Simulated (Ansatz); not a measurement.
SiC (model structure, from the CdTe type, P6₄22, No. 181) was calculated with G0W0@PBEsol in Ansatz (hard PAW, contour deformation).

The cell is the one relaxed with PBEsol. Conventional cell: a = 3.0673 Å, b = 3.0673 Å, c = 7.0234 Å, α = 90.00°, β = 90.00°, γ = 120.00°.

One run with a 6×6×2 mesh, response cutoff 150 eV and 439 empty bands, not extrapolated in mesh or basis; no spin–orbit coupling.

Some levels at Γ in eV, each set counted from its highest filled level:

```
row  degeneracy  PBEsol  quasiparticle
---  ----------  ------  -------------
1             1  -16.93     (withheld)
2             2  -14.34         -14.51
3             2   -6.68          -6.80
4             1   -3.20          -3.32
5             2   -1.69          -1.71
6             2   -0.36          -0.34
7             1   -0.19          -0.18
8             1    0.00           0.00
9     2 or more    3.33     (withheld)
```

**Question.** Complete the blanks.

**Answer.** 
- 1, quasiparticle: -17.14
- 9, quasiparticle: 4.14

Levels within 5 meV count as one row.

Note: the cell keeps the symmetry of its start, so it can be a saddle point.

A model structure was made by putting elements into a prototype or built by hand; it is no filed structure, need not be a known phase, and can be a saddle point held by its symmetry.

Ansatz is a program for electronic structure.
